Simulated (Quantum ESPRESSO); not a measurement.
# Quick settings and what they miss: MgSn₅ (P-6m2, 6 atoms in the cell)

Self-consistent single point.

```
MgSn5
1.0
    3.38989     0.00000     0.00000
   -1.69495     2.93573     0.00000
    0.00000     0.00000    17.24375
Mg Sn
1 5
Direct
  0.00000   0.00000   0.00000
  0.66667   0.33333   0.84388
  0.66667   0.33333   0.15612
  0.00000   0.00000   0.66969
  0.00000   0.00000   0.33031
  0.66667   0.33333   0.50000
```

Computed with LDA (PZ), GBRV 1.5 ultrasoft (LDA) pseudopotentials (plane waves; Quantum ESPRESSO 7.5).

Base settings: ecutwfc = 40 Ry; ecutrho = 200 Ry; occupations = smearing; smearing = mp; degauss = 0.019992 Ry; potentials = {Mg: mg_lda_v1.4.uspp.F.UPF, Sn: sn_lda_v1.4.uspp.F.UPF}; K_POINTS = automatic 9 9 2 0 0 0; conv_thr = 1e-10 Ry.

Tight run (finer mesh or higher cutoff; not a proven limit): ecutwfc: 40 Ry → 56 Ry; ecutrho: 200 Ry → 280 Ry; conv_thr: 1e-10 Ry → 7.3e-11 Ry; K_POINTS: automatic 9 9 2 0 0 0 → automatic 13 13 3 0 0 0. It gave Fermi level (on the code's own zero) 8.78 eV; pressure -6.53 GPa; largest force (vector length) 0.038 eV/Å.

Quick runs, as changes from the base:
- A: the base itself
- B: K_POINTS: automatic 9 9 2 0 0 0 → automatic 4 4 4 0 0 0
- C: ecutwfc: 40 Ry → 25 Ry; pseudopotentials: {Mg: mg_lda_v1.4.uspp.F.UPF, Sn: sn_lda_v1.4.uspp.F.UPF} → {Mg: mg_pbe_v1.4.uspp.F.UPF, Sn: Sn_pbe_v1.uspp.F.UPF}; K_POINTS: automatic 9 9 2 0 0 0 → automatic 2 2 2 1 1 1; input_dft: default → pbesol [PBEsol]
- D: ecutwfc: 40 Ry → 28 Ry; ecutrho: 200 Ry → 140 Ry; smearing: mp → fd; K_POINTS: automatic 9 9 2 0 0 0 → automatic 4 4 4 1 1 1
- E: ecutwfc: 40 Ry → 32 Ry; ecutrho: 200 Ry → 160 Ry; degauss: 0.019992 Ry → 0.0099958 Ry; K_POINTS: automatic 9 9 2 0 0 0 → automatic 2 2 2 1 1 1
- F: ecutwfc: 40 Ry → 20 Ry; ecutrho: 200 Ry → 100 Ry; conv_thr: 1e-10 Ry → 7.3e-06 Ry; K_POINTS: automatic 9 9 2 0 0 0 → automatic 4 4 4 0 0 0

Energies are extrapolated to zero smearing width, which holds to low order in the width alone (under cold and Methfessel-Paxton smearing the free energy itself is taken).

Dashes: energy of C, another energy zero; time of C, E, F, under 30 s.

† marks runs with another functional, U, potentials or spin treatment: their distance from the tight run is not a convergence error alone.

The count of work is k-points × plane waves × bands × iterations; it is no time. Core times come from one kind of shared machine and are given to one figure; runs under 30 s give none.

The starting cell comes from a database of computed structures (which also holds hypothetical and non-ambient phases and stackings), without a prior relaxation at this level. Its lattice was rescaled by a random factor within 2.5 % of one. In the base run, with a pressure of about -6 GPa the cell is away from its equilibrium volume at this level.

```
run  energy less tight (meV/atom)  pressure less tight (GPa)  largest miss in a force vector (eV/Å)  count of work / tight  core time / tight (rough)
---  ----------------------------  -------------------------  -------------------------------------  ---------------------  -------------------------
A                           112.7                       0.81                                  0.062                   0.35                        0.3
B                           230.3                       0.42                                  0.145                   0.18                        0.2
C†                              –                      -4.38                                  0.407                  0.013                          –
D                           662.5                     -17.49                                  0.065                  0.096                        0.1
E                           726.4                      -6.03                                  0.363                  0.022                          –
F                          3488.7                     -39.20                                  0.132                  0.045                          –
```

Among the runs at the tight run's level, the energy misses run from 112.7 to 3488.7 meV/atom.
